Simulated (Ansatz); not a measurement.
**A computed series for LaB6: pressure series**

Start from LaB6 (space group Pm-3m, No. 221; a = 4.130 Å).

Cell and atoms are relaxed at each pressure.

All numbers come from Ansatz (a quantum-chemistry and plane-wave program), PBEsol, PAW, cutoff 420 eV, no spin-orbit coupling.

```json
[
 {"P (GPa)": "-1.99", "V (Å³/atom)": "10.177"},
 {"P (GPa)": "-0.99", "V (Å³/atom)": "10.118"},
 {"P (GPa)": "1.79", "V (Å³/atom)": "9.965"},
 {"P (GPa)": "4.19", "V (Å³/atom)": "9.840"},
 {"P (GPa)": "9.00", "V (Å³/atom)": "9.611"},
 {"P (GPa)": "18.00", "V (Å³/atom)": "9.239"},
 {"P (GPa)": "30.00", "V (Å³/atom)": "8.828"},
 {"P (GPa)": "45.00", "V (Å³/atom)": "8.409"},
 {"P (GPa)": "60.00", "V (Å³/atom)": "8.062"}
]
```

A third-order Birch–Murnaghan fit to these points gives V₀ = 10.06 Å³/atom, B₀ = 180 GPa and B₀′ = 3.7. At pressure 60 GPa the volume is 80.1 % of V₀.

Load acts through the strain it causes; cell and atoms are relaxed under it. No phonon test of stability was made. No other phases were tried under pressure. The final runs are not spin-polarised. An odd electron count without spin: LaB6.
